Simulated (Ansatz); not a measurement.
## Several settings converged on ScB₂ (P6mm, 3 atoms in the cell)

```
CELL_PARAMETERS angstrom
      3.12968     0.00000     0.00000
     -1.56484     2.71039     0.00000
      0.00000     0.00000     3.51772
ATOMIC_POSITIONS crystal
  Sc 0.00000 0.00000 0.01421
  B  0.66667 0.33333 0.50000
  B  0.33333 0.66667 0.50000
```

Base method: PBEsol, default PAW files made with PBE (plane waves; Ansatz, a program for electronic structure).

Base settings: basis.ecutwfc = 420 eV; kpoints.mp_grid.grid = 12 12 9; hamiltonian.xc = pbesol; hamiltonian.pseudopotentials = {kind: paw} (the program's default PAW files); scf.occupations.method = gaussian; scf.occupations.width = 0.1 eV.

**The width of Fermi-Dirac smearing**

In this ladder: kpoints.mp_grid.grid = 20 20 15; scf.occupations.method = fermi_dirac.

Narrow widths need finer meshes than wide ones, so the last steps can hold mesh noise.

Only quantities that move along the ladder and can be compared are tabulated; pressure and forces are left out, as mesh noise rules them at narrow widths.

```tsv
scf.occupations.width	free energy less the last step's (meV/atom)	energy extrapolated to zero width less the last step's (meV/atom)
1 eV	-484.25	34.01
0.5 eV	-115.73	-1.80
0.3 eV	-42.11	-1.72
0.2 eV	-18.62	-0.85
0.1 eV	-3.92	-0.20
0.05 eV	0.00	0.00
```

Widest scf.occupations.width that holds the energy extrapolated to zero width within 0.5 meV/atom of the last step, with all finer ones: 0.1 eV; the step before is off by 0.85 meV/atom.

Widest scf.occupations.width that holds the free energy within 5 meV/atom: not settled: the last two steps still differ by 3.9 meV/atom, over half the tolerance, so the ladder does not show it.

The extrapolation to zero width removes most of the smearing's effect on the energy.

**The width of Methfessel-Paxton smearing**

In this ladder: kpoints.mp_grid.grid = 20 20 15; scf.occupations.method = methfessel_paxton.

Narrow widths need finer meshes than wide ones, so the last steps can hold mesh noise.

Only quantities that move along the ladder and can be compared are tabulated; pressure and forces are left out, as mesh noise rules them at narrow widths.

| scf.occupations.width | free energy less the last step's (meV/atom) |
|---|---|
| 1 eV | -2.06 |
| 0.5 eV | -0.85 |
| 0.3 eV | -0.36 |
| 0.2 eV | -0.17 |
| 0.1 eV | -0.03 |
| 0.05 eV | 0.00 |

Widest scf.occupations.width that holds the free energy within 1 meV/atom of the last step, with all finer ones: 0.5 eV; the step before is off by 2.1 meV/atom.

On the base run: the starting cell comes from a database of computed structures (which also holds hypothetical and non-ambient phases and stackings), without a prior relaxation at this level. Its lattice was rescaled by up to half a per cent. One atom was moved a little off its site on purpose. Ansatz's pressure includes its estimate of the finite-basis (Pulay) stress.

Left out of this page: 4 runs of the series outside the window shown, repeating another row's setting, or not comparable.

Keys are those of Ansatz 0.2.
